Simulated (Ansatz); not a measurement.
**GaN: response to strain**

The reference is GaN in the wurtzite structure (space group P6_3mc, No. 186; a = 3.152 Å, c = 5.138 Å).

Strains are applied to the cell and any free atomic positions relax.

All numbers come from LDA, PAW, 420 eV (Ansatz, a quantum-chemistry and plane-wave program; without spin-orbit coupling).

Notes on the quantities. energy relative to the base: free energy F.

| isotropic strain (%) | energy relative to the base (meV/atom) |
|---|---|
| 0 | 0.0 |
| 0.6 | ? |
| 1.2 | 8.7 |
| 2.4 | 33.4 |
| 3 | 51.2 |

Question: Fit ΔE = Aε² + Bε³ (ε in %) to the rows shown and predict the withheld row.

Answer: Least squares on the printed values gives A = 6.25 and B = -0.19 meV/atom (largest residual 0.0 meV/atom); this predicts 2.2 meV/atom, and the run gives 2.2 meV/atom, in agreement.

No phonon test of stability was made.
